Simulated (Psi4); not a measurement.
Psi4 1.11, MP2/def2-svp, freeze_core True: COc1sc(S(=O)(=O)c2ccc(F)[se]2)cc1F, 23 atoms. The geometry is a generated start, not checked to be a minimum at this level.

| Item | Value |
|---|---|
| task | energy |
| method | mp2 |
| basis | def2-svp |
| freeze_core | true |
| scf_type | df (default) |
| guess | auto, which took SAD (default) |
| diis_max_vecs | 10 (default) |
| scf_initial_accelerator | adiis (default) |
| e_convergence | 1e-08 (default) |
| d_convergence | 1e-08 (default) |
| basis functions | 294 |

On 4 threads. Build: conda-forge: OpenMP (LLVM), MKL, Libint2. Single runs; times are not shown.

Values of memory tried: 8 GB, 4 GB, 2 GB, 1 GB, 0.5 GB, 0.3 GB.

Task: What happens as the memory setting falls?

Result: It runs down to 0.3 GB, the lowest tried, with the same result. At 8 GB: SCF: fitted integrals in core. From 0.5 GB down: SCF: fitted integrals on disk.

| memory | path | peak memory |
|---|---|---|
| 8 GB | SCF: fitted integrals in core | 1.5 GiB |
| 4 GB | SCF: fitted integrals in core | 1.5 GiB |
| 2 GB | SCF: fitted integrals in core | 1.5 GiB |
| 1 GB | SCF: fitted integrals in core | 1.1 GiB |
| 0.5 GB | SCF: fitted integrals on disk | 0.68 GiB |
| 0.3 GB | SCF: fitted integrals on disk | 0.50 GiB |

Peak memory is the kernel's count for the largest process, libraries included and scratch files not. The peak passes the setting at 1 GB, 0.5 GB, 0.3 GB: it is no hard cap.
